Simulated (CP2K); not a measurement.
## Input and output of a self-consistent single point for TeH₆O₆ (P1, 13 atoms in the cell) (CP2K)

Level of theory: CP2K with LDA (Pade form), GPW, DZVP-MOLOPT-SR-GTH basis, GTH-PADE potentials (GTH_POTENTIALS).

This input was run:

```
&GLOBAL
  PROJECT scf
  RUN_TYPE ENERGY_FORCE
  PRINT_LEVEL LOW
&END GLOBAL
&FORCE_EVAL
  METHOD Quickstep
  STRESS_TENSOR ANALYTICAL
  &DFT
    BASIS_SET_FILE_NAME BASIS_MOLOPT
    POTENTIAL_FILE_NAME GTH_POTENTIALS
    &QS
      METHOD GPW
      EPS_DEFAULT 1E-10
    &END QS
    &MGRID
      CUTOFF 450
      REL_CUTOFF 50
      NGRIDS 5
    &END MGRID
    &SCF
      SCF_GUESS ATOMIC
      EPS_SCF 1E-6
      MAX_SCF 100
      ADDED_MOS 9
      &DIAGONALIZATION
        ALGORITHM STANDARD
      &END DIAGONALIZATION
      &MIXING
        METHOD BROYDEN_MIXING
        ALPHA 0.3
        NBUFFER 8
      &END MIXING
      &SMEAR ON
        METHOD GAUSSIAN
        SIGMA [eV] 0.02
      &END SMEAR
    &END SCF
    &KPOINTS
      SCHEME MACDONALD 4 4 5 0 0 0.1
    &END KPOINTS
    &XC
      &XC_FUNCTIONAL PADE
      &END XC_FUNCTIONAL
    &END XC
    &PRINT
      &MO
        EIGENVALUES T
        OCCUPATION_NUMBERS T
        NDIGITS 8
        FILENAME mo
        &EACH
          QS_SCF 0
        &END EACH
        ADD_LAST NUMERIC
      &END MO
      &MULLIKEN OFF
      &END MULLIKEN
    &END PRINT
  &END DFT
  &SUBSYS
    &CELL
      A 5.38663500 0.00000000 0.00000000
      B -0.11001400 5.45956000 0.00000000
      C -2.51545000 -2.54562900 4.37846400
      PERIODIC XYZ
    &END CELL
    &COORD
      SCALED
      Te       0.99230000     0.99578000     0.99937000
      H        0.39929000     0.22321000     0.00623000
      H        0.81221000     0.78140000     0.45768000
      H        0.76643000     0.38068000     0.97367000
      H        0.58158000     0.75052000     0.97363000
      H        0.16489000     0.17287000     0.53466000
      H        0.21262000     0.59984000     0.99248000
      O        0.19536000     0.23088000     0.92874000
      O        0.72885000     0.75787000     0.57026000
      O        0.73043000     0.23246000     0.01623000
      O        0.78720000     0.75870000     0.06368000
      O        0.24363000     0.22370000     0.43202000
      O        0.25750000     0.76436000     0.97651000
    &END COORD
    &KIND Te
      BASIS_SET DZVP-MOLOPT-SR-GTH-q6
      POTENTIAL GTH-PADE-q6
    &END KIND
    &KIND H
      BASIS_SET DZVP-MOLOPT-SR-GTH-q1
      POTENTIAL GTH-PADE-q1
    &END KIND
    &KIND O
      BASIS_SET DZVP-MOLOPT-SR-GTH-q6
      POTENTIAL GTH-PADE-q6
    &END KIND
  &END SUBSYS
  &PRINT
    &FORCES ON
    &END FORCES
    &STRESS_TENSOR ON
    &END STRESS_TENSOR
  &END PRINT
&END FORCE_EVAL
```

Log, with long lists cut:

```
 GLOBAL| Method name                                                        CP2K
 GLOBAL| Project name                                                        scf
 GLOBAL| Run type                                                   ENERGY_FORCE

 TOTAL NUMBERS AND MAXIMUM NUMBERS

  Total number of            - Atomic kinds:                                   3
                             - Atoms:                                         13
                             - Shell sets:                                    13
                             - Shells:                                        53
                             - Primitive Cartesian functions:                 65
                             - Cartesian basis functions:                    128
                             - Spherical basis functions:                    121

  Maximum angular momentum of- Orbital basis functions:                        2
                             - Local part of the GTH pseudopotential:          2
                             - Non-local part of the GTH pseudopotential:      4

 SCF PARAMETERS         Density guess:                                    ATOMIC
                        max_scf:                                             100
                        max_diis:                                              4
                        eps_scf:                                        1.00E-06
                        eps_diis:                                       1.00E-01
                        eps_eigval:                                     1.00E-05
                        level_shift [a.u.]:                             0.000000
                        added MOs                                         9    0
                        Mixing method:                            BROYDEN_MIXING
                                                charge density mixing in g-space
                        Smear method:                                   GAUSSIAN
                        Smearing width (sigma) [a.u.]:                  7.35E-04
                        Accuracy threshold:                             1.00E-10
                        No outer SCF

 Extrapolation method: initial_guess

 Number of electrons:                                                         48
 Number of occupied orbitals:                                                 24
 Number of molecular orbitals:                                                33

 Number of orbital functions:                                                121
 Number of independent orbital functions:                                    121

 SCF WAVEFUNCTION OPTIMIZATION

  Step     Update method      Time    Convergence         Total energy    Change
     1 NoMix/Diag. 0.30E+00      -     0.95628364      -107.4097437757 -1.07E+02
     2 Broy./Diag. 0.30E+00      -     0.30773739      -101.4530811478  5.96E+00
     3 Broy./Diag. 0.30E+00      -     0.15273119      -107.3892773572 -5.94E+00
     4 Broy./Diag. 0.30E+00      -     0.05341069      -108.1183723230 -7.29E-01
     5 Broy./Diag. 0.30E+00      -     0.00909047      -107.7138902931  4.04E-01
     6 Broy./Diag. 0.30E+00      -     0.00095252      -107.7673806699 -5.35E-02
     7 Broy./Diag. 0.30E+00      -     0.00023244      -107.7711339217 -3.75E-03
     8 Broy./Diag. 0.30E+00      -     0.00026202      -107.7778161884 -6.68E-03
     9 Broy./Diag. 0.30E+00      -     0.00005929      -107.7776015573  2.15E-04
    10 Broy./Diag. 0.30E+00      -     0.00008422      -107.7771114896  4.90E-04
    11 Broy./Diag. 0.30E+00      -     0.00000848      -107.7767860375  3.25E-04
    12 Broy./Diag. 0.30E+00      -     0.00000656      -107.7768093178 -2.33E-05
    13 Broy./Diag. 0.30E+00      -     0.00000034      -107.7768258747 -1.66E-05

  *** SCF run converged in    13 steps ***

  Electronic density on regular grids:        -47.9999999941        0.0000000059
  Core density on regular grids:               47.9999999971       -0.0000000029
  Total charge density on r-space grids:        0.0000000030
  Total charge density g-space grids:           0.0000000030

  Overlap energy of the core charge distribution:               0.00000045691164
  Self energy of the core charge distribution:               -272.19608648550678
  Core Hamiltonian energy:                                     77.43753051769916
  Hartree energy:                                             111.71048022166846
  Exchange-correlation energy:                                -24.72875058547317
  Smearing free energy correction:                             -0.00000000000000
  Fermi energy:                                                 0.07581928246332

  Total energy:                                              -107.77682587470068
  Total energy (extrapolated to sigma->0):                   -107.77682587470068

 ENERGY| Total FORCE_EVAL ( QS ) energy [hartree]           -107.776817994445508

 FORCES| Atomic forces [hartree/bohr]
 FORCES|   Atom     x               y               z               |f|
 FORCES|      1 -1.35140012E-03  5.25464239E-04 -2.25823088E-03   2.68365454E-03
 FORCES|      2  1.34076289E-02 -1.60298713E-03  2.95520457E-03   1.38227101E-02
 FORCES|      3  1.02791067E-02  6.06091255E-03 -9.71738033E-03   1.53890278E-02
 FORCES|      4  3.69907814E-03  1.66290071E-02 -1.40089988E-03   1.70929686E-02
 FORCES|      5 -2.03773775E-02  6.64929361E-03 -6.52799872E-03   2.24068156E-02
 FORCES|      6 -1.03332947E-02 -7.49330697E-03  7.77788749E-03   1.49473129E-02
 FORCES|      7 -5.48073313E-03 -1.77903849E-02  9.12036340E-04   1.86378121E-02
 FORCES|      8  3.04404041E-04  1.46438360E-02 -5.41672693E-03   1.56165145E-02
 FORCES|      9 -1.04987595E-02 -5.35441072E-03 -9.35354171E-03   1.50460097E-02
 FORCES|     10 -2.01929569E-02 -3.69528177E-03  4.20514628E-03   2.09545668E-02
 FORCES|     11  6.71743090E-03 -2.18672845E-02  1.27206916E-02   2.61747589E-02
 FORCES|     12  1.36544915E-02  9.89979779E-03  8.49888836E-03   1.88860329E-02
 FORCES|     13  2.01158638E-02  4.03107413E-03 -2.26885259E-03   2.06408630E-02
 FORCES| Sum    -5.65178424E-05  6.35729440E-04  1.26223592E-04
 FORCES| Total atomic force                                       6.50598634E-04

 STRESS| Analytical stress tensor [bar]
 STRESS|                        x                   y                   z
 STRESS|      x        4.42462992089E+04   6.84154870123E+03   4.97344185766E+03
 STRESS|      y        6.84154870123E+03   3.81405633566E+04  -3.93520975597E+03
 STRESS|      z        4.97344185766E+03  -3.93520975597E+03   2.80457984019E+04
 STRESS| 1/3 Trace                                             3.68108869892E+04
```

The run converged in 13 iterations.

The starting cell comes from a database of computed structures (which also holds hypothetical and non-ambient phases and stackings), without a prior relaxation at this level. Its lattice was rescaled by a random factor within 2.5 % of one. Values carry the incompleteness of an atom-centred basis. With a pressure of about 4 GPa the cell is away from its equilibrium volume at this level. Forces in this geometry exceed 1 eV/Å.

Cost on one core of a shared machine: roughly 80 s.
